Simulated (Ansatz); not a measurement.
A computed series for AlRu: response to strain

The reference is AlRu in the CsCl type structure (space group Pm-3m, No. 221; a = 2.955 Å; relaxed with 0.1 eV smearing). Axes: x, y, z lie along the cube axes.

Strains are applied to the cell and any free atomic positions relax.

The values are results of Ansatz (a program for electronic structure), LDA, PAW, cutoff 420 eV, no spin-orbit coupling, not measurements.

Notes on the quantities. energy relative to the base: free energy F; pressure: mean of the normal stresses, compression positive.

| variant | energy relative to the base | pressure | volume per atom |
|---|---|---|---|
| base | 0 meV/atom | 0.0 GPa | 12.90 Å³ |
| uniaxial strain ε_zz = −3.00 % | … | … | 12.51 Å³ |
| uniaxial strain ε_zz = −2.00 % | +6.0 meV/atom | 4.9 GPa | 12.64 Å³ |
| uniaxial strain ε_zz = −1.50 % | +3.3 meV/atom | 3.6 GPa | 12.70 Å³ |
| uniaxial strain ε_zz = −1.00 % | +1.5 meV/atom | 2.4 GPa | 12.77 Å³ |
| uniaxial strain ε_zz = −0.50 % | +0.4 meV/atom | 1.2 GPa | 12.83 Å³ |
| uniaxial strain ε_zz = +0.50 % | +0.4 meV/atom | -1.1 GPa | 12.96 Å³ |
| uniaxial strain ε_zz = +1.00 % | +1.4 meV/atom | -2.2 GPa | 13.02 Å³ |
| uniaxial strain ε_zz = +2.00 % | +5.5 meV/atom | -4.3 GPa | 13.15 Å³ |
| uniaxial strain ε_zz = +2.50 % | +8.4 meV/atom | -5.3 GPa | 13.22 Å³ |

Problem. Complete the table.

Solution. 
- uniaxial strain ε_zz = −3.00 %, energy relative to the base: +14 meV/atom
- uniaxial strain ε_zz = −3.00 %, pressure: 7.6 GPa

Whether these cells are dynamically stable was not tested. The final runs are not spin-polarised.
